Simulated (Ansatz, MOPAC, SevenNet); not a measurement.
Ladder of methods for the lattice parameter c of 1T (CdI2-type) MgI₂

Reference value: 6.88 Å (measured, temperature not stated, copied from a table, unchecked, not corrected to a static lattice; as tabulated in Crystal Structures 1, 239 (1963)).

```
level (code)                             value (Å)  difference (%)
---------------------------------------  ---------  --------------
PM7 semi-empirical Hartree-Fock (MOPAC)      6.588           -4.24
SevenNet-l3i5                                7.625           +10.8
PBE (Ansatz)                                 7.815           +13.6
HSE06-D3(BJ) (Ansatz)                        6.688           -2.79
Hartree–Fock (Ansatz)                        9.082             +32
```

Leaving aside PM7 semi-empirical Hartree-Fock (MOPAC) (doubt noted below): The reference's temperature isn't stated, so close values are not ranked against it. Off by more than 3.50 %, or 4.90 % on the side where a correction would as a rule narrow the miss (bounds picked here): Hartree–Fock (+32 %), PBE (+13.6 %), SevenNet-l3i5 (+10.8 %).

The measured value isn't corrected to a static lattice, so vibrations enter the comparison.  PM7 semi-empirical Hartree-Fock (MOPAC): the cell has another shape than the first-principles one, perhaps another minimum in the same group. PM7 semi-empirical Hartree-Fock (MOPAC): the method was fitted mainly to molecules. PM7 semi-empirical Hartree-Fock (MOPAC): the run uses a supercell at the zone centre in place of a k mesh. PBE: for a layered or molecular solid the relaxed cell lies over 5 % above the published volume, where the minimum can be shallow. PBE, Hartree–Fock: the cell comes from a level without a dispersion term, which matters for the spacing of layers, chains or molecules. Cutoffs and k meshes differ between the levels. Ansatz's density-functional and Hartree–Fock values are scalar-relativistic unless marked +SOC, with PAW data made under PBE.

Machine-learned potentials (SevenNet-l3i5) are trained on DFT data: a solid inside that data is no test of them.

Differences are worked out from the printed values.

Ansatz is a program for electronic structure.
